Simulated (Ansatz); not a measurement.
## LuAg2 (I4/mmm, No. 139; cell taken from a computed entry)

Method: r²SCAN+rVV10 (Ansatz, a program for electronic structure, plane waves, PAW).

Run with plane-wave cutoff 560 eV, 22×22×22 k mesh, Fermi–Dirac smearing 0.05 eV, no spin polarisation, scalar-relativistic PAW data made under PBE.

Cell (relaxed at this level):

Space group I4/mmm (No. 139); a = 3.6102 Å, b = 3.6102 Å, c = 9.0691 Å, α = 90.00°, β = 90.00°, γ = 90.00°

| atom | site | symmetry | x | y | z |
|---|---|---|---|---|---|
| Lu | 2a | 4/mmm | 0.0000 | 0.0000 | 0.0000 |
| Ag | 4e | 4mm | 0.0000 | 0.0000 | 0.3305 |
(The calculation used a cell of 3 atoms; values per cell refer to that cell.)

For LuAg2 (I4/mmm, No. 139; cell taken from a computed entry), the band gap is none.

Note: the relaxation could not lower the start's symmetry, so the cell can be a saddle point above a distorted one.

Spin–orbit coupling is not included.

Computed values are for the static lattice.
